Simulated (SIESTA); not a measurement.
Band structure of Re (P6_3/mmc, 2 atoms in the cell).

```yaml
crystal:
  lattice:
    - [1.39118, -2.40959, 0.00000]
    - [1.39118, 2.40959, 0.00000]
    - [0.00000, 0.00000, 4.49613]
  atoms:
    - { symbol: Re, position: [0.33333, 0.66667, 0.25000] }
    - { symbol: Re, position: [0.66667, 0.33333, 0.75000] }
```

Level of theory: SIESTA 5.4.2 with GGA PBE, numerical atomic orbitals DZP, PseudoDojo PBE standard norm-conserving potentials (rewritten from UPF to PSML).

Settings: XC.functional = GGA; XC.authors = PBE; potentials = PseudoDojo PBE standard; PAO.BasisSize = DZP; PAO.EnergyShift = 0.005 Ry; MeshCutoff = 400 Ry; kgrid.MonkhorstPack = 14 14 7; OccupationFunction = MP; OccupationMPOrder = 0; ElectronicTemperature = 0.1 eV; MaxSCFIterations = 150; SCF.Mixer.Method = Broyden; SCF.Mixer.Weight = 0.25; SCF.Mixer.History = 6.

The starting cell has typed, rounded lattice constants, without a prior relaxation at this level. Its lattice was rescaled by a random factor within 2.5 % of one. Spin-orbit coupling is off. Spin polarisation is off. Values carry the incompleteness of an atom-centred basis.

Levels in eV from the Fermi level, bands 12 to 17:
```csv
point,12,13,14,15,16,17
Γ,-1.49,-1.49,-0.70,-0.70,0.21,0.21
M,-1.84,-1.66,-1.31,-0.56,3.87,4.22
K,-3.23,-2.05,-2.05,0.01,2.98,2.98
A,-2.31,-1.63,-1.63,-1.63,-1.63,2.51
L,-3.95,0.43,0.43,0.96,0.96,4.15
H,-3.57,-2.11,-2.11,0.13,0.13,3.35
```

Bands cross the Fermi level along this path, so the cell is metallic at this level.

Higher empty bands are left out: an atom-centred basis made for the valence describes them poorly.
